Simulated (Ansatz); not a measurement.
The starting structures come from a database of crystals and need not be the phases stable at ambient conditions.

**Evanescent states of HgTe (P3_221, not sure to be the ambient phase, 6 atoms a cell, 30.3 Å³ an atom) along the normal of (001)**

These are r2SCAN (plane waves, PAW; Ansatz, a quantum-chemistry and plane-wave program) values and carry that method's errors.

No gap correction and no spin-orbit coupling; mid-gap values are interpolated between computed energies.

Energies count from the valence-band top; κ is the least over a 12×12 mesh across the current.

```csv
E (eV),κ (1/Å),where
0.03,0.087,Γ
0.07,0.113,off Γ
0.12,0.122,off Γ
0.17,0.123,off Γ
0.23,0.120,off Γ
0.28,0.115,off Γ
0.33,0.110,off Γ
0.38,0.104,off Γ
0.42,0.097,off Γ
0.47,0.086,Γ
0.53,0.067,Γ
0.57,0.040,Γ
```

Question: How thick must the barrier be to attenuate the transmission by 10^4 when the electrodes' Fermi level lies at 0.17 eV, and what attenuation does that film give at 0.53 eV?

Answer: d = 4 ln 10 / (2 × 0.123) = 37.4 Å. At 0.53 eV it gives 4 × 0.067/0.123 = 2.2 decades.
